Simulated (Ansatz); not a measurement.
A self-consistent single point of BePd (P4mm, 2 atoms in the cell) with Ansatz (a quantum-chemistry and plane-wave program).

Method of the run: PBEsol, default PAW files made with PBE (plane waves; Ansatz).

The change in words: lattice scaled by 0.98; basis.ecutwfc: 420 eV → 630 eV. Reference geometry:
```yaml
crystal:
  lattice:
    - [2.80321, 0.00000, 0.00000]
    - [0.00000, 2.80321, 0.00000]
    - [0.00000, 0.00000, 2.80321]
  atoms:
    - { symbol: Be, position: [0.00000, 0.00000, 0.01784] }
    - { symbol: Pd, position: [0.50000, 0.50000, 0.50000] }
```

Reference input (self-consistent single point, DFT, PBEsol, plane waves, default PAW files made with PBE): basis.ecutwfc = 420 eV; kpoints.mp_grid.grid = 12 12 12; hamiltonian.xc = pbesol; hamiltonian.pseudopotentials = {kind: paw} (the program's default PAW files); scf.occupations.method = fermi_dirac; scf.occupations.width = 0.1 eV. This run's input differs from it in these lines:

Ansatz 0.2 input:
```diff
@@ -2,5 +2,5 @@
   lattice:
-    - [2.803205, 0.000000, 0.000000]
-    - [0.000000, 2.803205, 0.000000]
-    - [0.000000, 0.000000, 2.803205]
+    - [2.747141, 0.000000, 0.000000]
+    - [0.000000, 2.747141, 0.000000]
+    - [0.000000, 0.000000, 2.747141]
   atoms:
@@ -9,3 +9,3 @@
 basis:
-  ecutwfc: 420.0 eV
+  ecutwfc: 630.0 eV
 kpoints:
```

The program printed (abridged):

```
SCF iter   1: F=—  HF=-6998.214635 eV  |F-HF|=—  |Δ(HF+E_count)|=         —  Δρ=8.39e-3  dr2=1.39e-2  ethr=1.77e-3  ⟨swp⟩=5.0  Hψ=15479  notcnv=0
all-band conjugate gradients solve this SCF's bands
preconditioner: auto → none
SCF iter   2: F=—  HF=-6998.211988 eV  |F-HF|=—  |Δ(HF+E_count)|=   2.65e-3  Δρ=4.28e-3  dr2=3.90e-3  ethr=6.97e-5  ⟨swp⟩=1.0  Hψ=4312  notcnv=0
SCF iter   3: F=—  HF=-6998.211080 eV  |F-HF|=—  |Δ(HF+E_count)|=   9.08e-4  Δρ=2.41e-4  dr2=5.74e-6  ethr=1.95e-5  ⟨swp⟩=2.6  Hψ=3830  notcnv=0
SCF iter   4: F=—  HF=-6998.211085 eV  |F-HF|=—  |Δ(HF+E_count)|=   4.76e-6  Δρ=3.82e-5  dr2=1.07e-7  ethr=2.87e-8  ⟨swp⟩=2.6  Hψ=4898  notcnv=0
iter 5 did not close the SCF: its close was put off for the readings that it lacked (scf_convergence_deferred on its scf_iter line)
SCF iter   5: F=-6998.211085 eV  HF=-6998.211085 eV  |F-HF|=1.85e-8  |Δ(HF+E_count)|=   5.04e-8  Δρ=1.16e-5  dr2=2.51e-8  ethr=5.34e-10  ⟨swp⟩=2.2  Hψ=4241  notcnv=0
SCF iter   6: F=-6998.211085 eV  HF=-6998.211085 eV  |F-HF|=1.46e-11  |Δ(HF+E_count)|=   8.96e-9  Δρ=2.05e-6  dr2=3.41e-10  ethr=1.26e-10  ⟨swp⟩=2.1  Hψ=9447  notcnv=0
SCF 1 converged in 6 iterations: F = -6998.211085 eV  dr2 = 3.41e-10
Free energy (F): -6998.211085 eV
Internal energy: -6998.187066 eV  (E = F + TS)
E sigma→0 (E₀):  -6998.199075 eV
Entropy (-TS):   -0.024019 eV (-12.010 meV/atom)
Fermi energy:    18.408901 eV
--- Forces (eV/Å), atoms counted from 1 ---
  atom   1  Be     0.00000000     0.00000000    -0.27026593
  atom   2  Pd    -0.00000000     0.00000000     0.27030426
--- Stress (GPa, compression-positive) ---
       12.153185       0.000000       0.000000
        0.000000      12.153185       0.000000
        0.000000       0.000000      11.943534
  P = ⅓ Tr σ = 12.0833 GPa (120.833 kbar)
  The stress holds the Pulay correction. Without it, at fixed plane waves, as pw.x and ABINIT print it: P = 12.0676 GPa
```

The run converged in 6 iterations. Against the reference run the free energy rises by 20.2 meV/atom, the pressure goes from -0.83 to 12.08 GPa and the largest force goes from 0.216 to 0.270 eV/Å.

The starting cell comes from a database of computed structures (which also holds hypothetical and non-ambient phases and stackings), without a prior relaxation at this level. Its lattice was rescaled by up to half a per cent. One atom was moved a little off its site on purpose. For this run, on top of that: lattice scaled by 0.98. Spin polarisation is off. Ansatz's pressure includes its estimate of the finite-basis (Pulay) stress.
